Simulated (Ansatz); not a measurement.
An Ansatz (an electronic-structure program) run: CsPbBr3 with a change (holes 5.0×10^21 cm⁻³); plane-wave PAW DFT at the PBEsol level (Ansatz, 420 eV), spin-orbit coupling left out.

Input:

Ansatz 0.2 input:
```yaml
crystal:
  lattice:
    - [5.8721689456, 0, 0]
    - [0, 5.8721689456, 0]
    - [0, 0, 5.8721689456]
  atoms:
    - { symbol: Cs, position: [0, 0, 0] }
    - { symbol: Pb, position: [0.5, 0.5, 0.5] }
    - { symbol: Br, position: [0, 0.5, 0.5] }
    - { symbol: Br, position: [0.5, 0.5, 0] }
    - { symbol: Br, position: [0.5, 0, 0.5] }
basis: { ecutwfc: 420, ecutrho_ratio: 4, xc_grid: 2, fft_grid_basis: typed }
kpoints: { mp_grid: { grid: [8, 8, 8] } }
hamiltonian:
  xc: pbesol
  dispersion: none
  pseudopotentials: { kind: paw }
total_charge: 1.012431
scf: { occupations: { method: fermi_dirac, width: 0.0259 }, convergence: { dr2_threshold: 0.0000000005 } }
relax: { f_tol: 0.005, max_steps: 30 }
output: { forces: true, stress: true }
checkpoint: { write: state.ck, write_every: 1000 }
```

Output (explanatory and most iteration lines left out):

```
Relaxation: its limit of steps is 30 (relax.max_steps)
Pseudopotential: Cs, paw, valence charge 9
Pseudopotential: Pb, paw, valence charge 14
Pseudopotential: Br, paw, valence charge 7
Crystal: 5 atoms, lattice volume = 202.486 Å³
Basis set: ecut = 420 eV, 3911 PW (Γ), exchange–correlation on 80×80×80 points (8 copies of the dense FFT grid, shifted against one another)
Bands: 27, of which v1, the nominal top of the filled ones, is band 21 counted from 1 (20 counted from 0)
Symmetry: 48 space group operations
Space group: Pm-3m (ITA 221), of the structure as read, at distance tolerance 5.9e-5 Å
k-points: 35 of 512
Functional: x = pbesol(κ = 0.804, μ = 0.12345679012345678), c = pbesol(β = 0.046)
SCF iter   1: F=—  HF=-25559.330562 eV  |F-HF|=—  |Δ(HF+E_count)|=         —  Δρ=2.14e-2  dr2=1.15e0  ethr=1.77e-3  ⟨swp⟩=8.8  Hψ=5480  notcnv=0
SCF iter   2: F=—  HF=-25558.917304 eV  |F-HF|=—  |Δ(HF+E_count)|=   4.13e-1  Δρ=1.50e-2  dr2=3.17e-1  ethr=1.77e-3  ⟨swp⟩=3.7  Hψ=2316  notcnv=0  defer=37
SCF 1 converged in 9 iterations: F = -25558.796754 eV  dr2 = 3.58e-11
relax step   1: F+E_penalty+E_count = -25558.79675364 eV  Δ(F+E_penalty+E_count) = +0.000e0 eV  max|allowed force component| = 1.500e-29 eV/Å  Δτ_max = 0.0000 Å  (9 SCF iters, accepted)
SCF converged after 9 iterations
Free energy (F): -25558.796754 eV
Internal energy: -25558.786248 eV  (E = F + TS)
E sigma→0 (E₀):  -25558.791501 eV
Entropy (-TS):   -0.010506 eV (-2.101 meV/atom)
Fermi energy:    1.676716 eV
--- Forces (eV/Å), atoms counted from 1 ---
  atom   1  Cs    -0.00000000     0.00000000     0.00000000
  atom   2  Pb     0.00000000    -0.00000000    -0.00000000
  atom   3  Br     0.00000000     0.00000000    -0.00000000
  atom   4  Br    -0.00000000    -0.00000000    -0.00000000
  atom   5  Br     0.00000000     0.00000000    -0.00000000
--- Stress (GPa, compression-positive) ---
       -1.234511      -0.000000      -0.000000
        0.000000      -1.234511       0.000000
        0.000000       0.000000      -1.234511
  P = ⅓ Tr σ = -1.2345 GPa (-12.345 kbar)
--- Relaxed structure (1 steps of the walk, 1 accepted, 0 SCFs on fresh bases) ---
  atoms:
    - { symbol: Cs, position: [0.0, 0.0, 0.0] }
    - { symbol: Pb, position: [0.5, 0.5, 0.5] }
    - { symbol: Br, position: [0.0, 0.5, 0.5] }
    - { symbol: Br, position: [0.5, 0.5, 0.0] }
    - { symbol: Br, position: [0.5, 0.0, 0.5] }
```

Charged cell with a jellium background: band edges are those of the host's band count, energies are not comparable with the neutral cell, and many-body gap narrowing is missing. Spin-orbit coupling, missing from the scalar runs, can matter with Pb. Stability against distortions was not tested. The cell was made from CsPbBr3 in the cubic perovskite structure (space group Pm-3m, No. 221) by this change: holes 5.0×10^21 cm⁻³. Many cubic perovskites are stable only at high temperature; tilts and polar distortions were not tested. This is not the structure that CsPbBr3 has at room temperature and ambient pressure.
